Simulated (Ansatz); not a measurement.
```xyz
2
Lattice="0.0000 1.9544 1.9544 1.9544 0.0000 1.9544 1.9544 1.9544 0.0000" Properties=species:S:1:pos:R:3 pbc="T T T"
F      0.0000     0.0000     0.0000
Li     1.9544     1.9544     1.9544
```

The cell is fixed at its relaxed static size. Melting and transitions to other phases are not modelled. An odd repeat of the supercell leaves out some zone-boundary points, where instabilities often lie.

### Question
Estimate each atom's mean-square displacement (sum over three axes) at 600 K from path-integral sampling on the energy surface fitted in the stochastic self-consistent harmonic approximation in a 3×3×3 supercell, LDA in Ansatz (an electronic-structure program).

### Answer
F1 0.032 Å², Li2 0.047 Å². Waves longer than the supercell are missing, so the values are low for an infinite crystal. Over all wave vectors of the supercell the softest harmonic mode is 193 cm⁻¹ at q = (0.00, 0.00, 0.33); the softest of the Hessian is 191 cm⁻¹ at q = (0.00, 0.00, 0.33) at 300 K (error under 1; the run's verdict: stable), 189 cm⁻¹ at q = (0.00, 0.00, 0.33) at 600 K (error under 1; the run's verdict: stable).
